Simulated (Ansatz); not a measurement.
Start from Au in the fcc (Cu type) structure (space group Fm-3m, No. 225; a = 4.048 Å; relaxed with 0.1 eV smearing). Axes: x, y, z lie along the cube axes.

All numbers come from DFT with LDA, PAW potentials and a 420 eV plane-wave cutoff in Ansatz (a first-principles code), scalar-relativistic without spin-orbit coupling.

Modification: uniaxial strain ε_zz = −2.00 %, all other strain components held at zero, atoms relaxed at fixed cell.

Q: Predict the stress tensor and what it implies for the stiffness.

A: Stress of the strained cell less that of the base (GPa, compression positive):
```
    4.0     0.0     0.0
    0.0     4.0     0.0
    0.0     0.0     4.6
```

Then −Δσ_ii/ε with ε = -0.0200 gives secant stiffness values (nonlinear terms included at this strain): C33 ≈ 229 GPa, C13 ≈ 198 GPa and C23 ≈ 198 GPa.

As a check, the harmonic strain energy −½ V₀ Δσ:ε is 4.7 meV/atom; the computed energy rise is 4.7 meV/atom.

Whether these cells are dynamically stable was not tested.
